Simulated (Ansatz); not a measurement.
The starting structures come from a database of crystals and need not be the phases stable at ambient conditions.

The decay constant κ of evanescent states in the gap governs leakage through a thin film.

Data:

```yaml
crystal:
  lattice:
    - [5.73580, 0.00030, -0.00096]
    - [-2.70431, 7.82186, -0.00289]
    - [-1.76048, -1.53837, 5.23770]
  atoms:
    - { symbol: Sn, position: [0.50000, 0.00000, 0.50000] }
    - { symbol: Sn, position: [0.00000, 0.50000, 0.50000] }
    - { symbol: Sn, position: [0.70457, 0.67740, 0.97283] }
    - { symbol: Sn, position: [0.29543, 0.32260, 0.02717] }
    - { symbol: O, position: [0.30569, 0.50000, 0.80569] }
    - { symbol: O, position: [0.69431, 0.50000, 0.19431] }
    - { symbol: F, position: [0.65300, 0.85532, 0.20231] }
    - { symbol: F, position: [0.34700, 0.14468, 0.79769] }
    - { symbol: F, position: [0.22523, 0.50292, 0.27770] }
    - { symbol: F, position: [0.77477, 0.49708, 0.72230] }
    - { symbol: F, position: [0.84269, 0.23778, 0.39509] }
    - { symbol: F, position: [0.15731, 0.76222, 0.60491] }
    - { symbol: F, position: [0.32057, 0.19790, 0.29526] }
    - { symbol: F, position: [0.67943, 0.80210, 0.70474] }
    - { symbol: F, position: [0.09736, 0.80210, 0.12267] }
    - { symbol: F, position: [0.90264, 0.19790, 0.87733] }
```

Space group of this cell: C2/m. The cell was relaxed by PBE-D3(BJ); by PBEsol its mean pressure is -2.5 GPa.

Transport runs along the normal of the first two printed cell vectors.

The gap is the functional's own. No spin-orbit coupling. Mid-gap values are interpolated on the energy grid.

Problem. Predict the band gap and the smallest decay constant κ at mid-gap from Ansatz (a program for electronic structure) with PBEsol.

Solution. Gap 1.97 eV on a 6×6×6 mesh; κ = 0.321 1/Å, at (0.000, 0.500) of the in-plane reciprocal vectors. At the zone centre, at the nearest computed energy, the slowest state has κ = 0.34 1/Å.
